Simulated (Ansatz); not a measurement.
TiSi2: uniaxial strain ε_zz = −0.66 %

The parent structure is TiSi2 (space group Fddd, No. 70; a = 4.7804 Å, b = 8.2321 Å, c = 8.5219 Å). Axes: x, y, z lie along a, b, c of the conventional cell.

Modification: uniaxial strain ε_zz = −0.66 %, all other strain components held at zero, atoms relaxed at fixed cell.

Method: r2SCAN, PAW, 500 eV (Ansatz, a program for electronic structure; no SOC), earlier PAW set. Settings: 13×13×13 k-points, 0.05 eV Fermi–Dirac smearing.

The volume per atom falls by 0.09 Å³ (13.97 Å³ → 13.88 Å³) and the space group remains Fddd (No. 70). The shortest interatomic distance shrinks by 0.011 Å, from 2.520 Å to 2.509 Å and the energy goes up by 0.8 meV/atom. The pressure (mean of the normal stresses, compression positive) goes from zero to 1.2 GPa and the band gap remains zero. The stress (xx, yy, zz, yz, xz, xy; compression positive) comes out as (0.6, 0.2, 2.8, 0.0, 0.0, 0.0) GPa (rough).

Final structure:

```
CELL_PARAMETERS angstrom
      0.00000     4.11603     4.23282
      2.39020     0.00000     4.23282
      2.39020     4.11603     0.00000
ATOMIC_POSITIONS crystal
  Si 0.66282 0.33718 0.66282
  Si 0.33718 0.66282 0.33718
  Si 0.58718 0.91282 0.58718
  Si 0.91282 0.58718 0.91282
  Ti 0.00000 0.00000 0.00000
  Ti 0.25000 0.25000 0.25000
```

Without a gap, meshes like the base's 13×13×13 leave anisotropic stresses uncertain by several tenths of a GPa, and small strain energies with them. Whether these cells are dynamically stable was not tested. The final runs are not spin-polarised.
